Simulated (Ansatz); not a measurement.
SrTiO3: energy against volume

SrTiO3 (cubic perovskite, Pm-3m, 11.451 Å³/atom and stress up to 0.01 GPa in the relaxed cell, cube axes along x, y and z) under hydrostatic pressure, with the cell free. LDA in Ansatz, a plane-wave DFT program (PAW, default set), 420 eV, 9×9×9 Γ-centred mesh, Fermi-Dirac smearing 0.05 eV; ions are relaxed, or left where forces stay under 0.02 eV/Å, within the symmetry of each cell.

Here V stands for volume and E for E less E0.

| volume (Å³/atom) | E less E0 (meV/atom) | pressure (GPa) |
|---|---|---|
| 11.5668 | 0.68 | -2.00 |
| 11.5078 | 0.12 | -1.00 |
| 11.4505 | 0.00 | 0.00 |
| 11.4341 | 0.00 | 0.29 |
| 11.4120 | 0.05 | 0.68 |
| 11.3671 | 0.33 | 1.50 |
| 11.2868 | 1.50 | 3.00 |
| 11.1843 | 4.01 | 5.00 |
| 10.9477 | ? | ? |

Taking the third-order Birch-Murnaghan form, a cubic in V^(-2/3) for E over the 8 complete rows: With u = V^(-2/3) - 0.1974, the rows have u = -0.0018800, -0.0012123, -0.0005583, -0.0003702, -0.0001159, 0.0004033, 0.0013404, 0.0025528. Least squares gives E = 0.106 + 472.5·u + 413588·u² + 352240·u³. Residuals (row less fit): 0.003, -0.020, 0.029, 0.012, -0.007, -0.034, 0.017, -0.003; standard error 0.027 (degrees of freedom: 4). Its minimum lies at u = -0.0005716, so V0 = (0.1968284)^(-3/2) = 11.45. There d²E/du² = 826000 and d³E/du³ = 2113000, so B0 = (4/9) × 11.45^(-7/3) × 826000 × 0.160218 = 199 GPa (the last factor turns the table's units into GPa), and B0' = 4 + (2/3) × 0.1968284 × (2113000)/826000 = 4.3. B0' rests on the cubic coefficient alone and has a standard error of 4.3 from these residuals.

Question: What does the fit predict for E at V = 10.9477, and how far is the calculated value from it?

Answer: u = 0.0054234, so E = 0.106 + 472.5 × 0.0054234 + 413588 × 0.0054234² + 352240 × 0.0054234³ = 14.890 meV/atom. The calculation gives 15.04 meV/atom, 0.150 meV/atom above the prediction (1.0 % of the range of E in the table). The row lies outside the fitted rows, so this is an extrapolation. From the scatter of the fitted rows alone, a prediction at this place has a standard error of 0.538 meV/atom, so the miss is 0.3 times that.

The primitive cell can neither tilt nor turn polar against its symmetry, as such crystals can under strain. Other structures, which can take over under pressure, weren't tried. The same form fitted to the pressure column gives B0' = 4.4; series where the two differ by over 0.4 aren't shown. SrTiO3 is here the ideal cubic form; the compound distorts at low or room temperature. Rows are the converged runs of the series near zero and its far end, less any whose ions stayed unrelaxed beside relaxed ones; series whose fitted rows scatter by over a few per cent of the range, as at a crossing or softening among them, aren't shown in this form.
